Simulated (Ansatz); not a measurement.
**Rb: Rb → Y**

Take Rb in the bcc (W type) structure (space group Im-3m, No. 229; a = 5.748 Å) as the base.

Modification: full substitution Rb → Y; the structure is relaxed again.

All numbers come from r2SCAN (Ansatz, a first-principles code), no SOC. k-mesh 16×16×16 (Γ-centred); smearing 0.05 eV (Fermi–Dirac), for the changed cell.

```json
{
 "volume_per_atom": "33.63 Å³ (base 94.98 Å³)",
 "density": "4.39 g/cm³ (base 1.49 g/cm³)",
 "space_group": "Im-3m (No. 229) (base Im-3m (No. 229))",
 "band_gap": "zero (base zero)"
}
```

Whether these cells are dynamically stable was not tested. As relaxed here, Y is a hypothetical phase, not in the database extracts checked. All final runs are without spin polarisation. Y has a high density of states at the Fermi level and may be magnetic at this level.
